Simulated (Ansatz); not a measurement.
Start from C in the diamond structure (space group Fd-3m, No. 227).

```
C
1.0
    0.00000     1.77690     1.77690
    1.77690     0.00000     1.77690
    1.77690     1.77690     0.00000
C
2
Direct
  0.00000   0.00000   0.00000
  0.25000   0.25000   0.25000
```

Cartesian axes are those of the cell as printed.

Method: plane-wave PAW DFT at the PBEsol level (Ansatz, an electronic-structure program, 420 eV), without spin-orbit coupling.

Before the change:

- Shortest interatomic distance: 1.539 Å

It is then changed as follows: tensor shear ε_xy = +1.14 % (engineering shear γ = 0.0228); the atoms relax in the strained cell.

Task: Predict the new stress.

Result: The stress (xx, yy, zz, yz, xz, xy; compression positive) amounts to (0.35, 0.35, 0.03, 0.00, 0.00, -13.08) GPa.

Task: Estimate the effect on the energy relative to the base.

Result: The energy rises by 5.2 meV/atom.

Task: Estimate the effect on the shortest interatomic distance.

Result: The shortest interatomic distance shrinks by 0.010 Å to 1.529 Å.

Whether these cells are dynamically stable was not tested.
